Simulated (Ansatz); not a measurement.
ZrRh₃ (Pm-3m), Ansatz (a quantum-chemistry and plane-wave program) with PBEsol, DFPT electron-phonon coupling, linearised Boltzmann equation: phonon-limited resistivity 11.5 μΩ·cm at 300 K, 15.5 μΩ·cm at 400 K, current-weighted mean free path 7.5 nm, Drude plasma energy 6.13 eV.

What temperature coefficient of resistance follows, and how does it compare with 1/T?

(ρ₄₀₀ − ρ₃₀₀)/(100 K × ρ₃₀₀) = 3.48×10⁻³ K⁻¹, against 1/T = 3.33×10⁻³ K⁻¹ for a resistivity proportional to T. It lies higher because phonons are still being populated at 300 K; impurities would add a constant and lower it.

What is the classical skin depth at 1 GHz (nonmagnetic, μ₀ = 1.257×10⁻⁶ H/m)?

δ = √(ρ/(π f μ₀)) = 5400 nm.

Estimate the resistivity of a 40 nm square wire with diffuse walls from ρ ≈ ρ₀(1 + 3ℓ/4d).

1 + 0.75 × 7.5/40 = 1.14, so ρ ≈ 13.1 μΩ·cm and a line 1 μm long has 82.0 Ω. The formula is the free-electron limit for d well above ℓ; grain boundaries add to it.

A metal at this level (no band gap). Only scattering by harmonic phonons is included (no impurities, grain boundaries, electron-electron scattering or thermal expansion). Spin-orbit coupling is left out. Halving the electron mesh (24x24x24) moves the resistivity by up to 1 % at 300 K, the mean free path by up to 2 %. Smearing 0.20 eV; phonons on a 4x4x4 q mesh, which this run doesn't test.

Formula and space group known from diffraction (Crystallography Open Database), not checked to be the room-temperature form: ZrRh3 (Pm-3m).
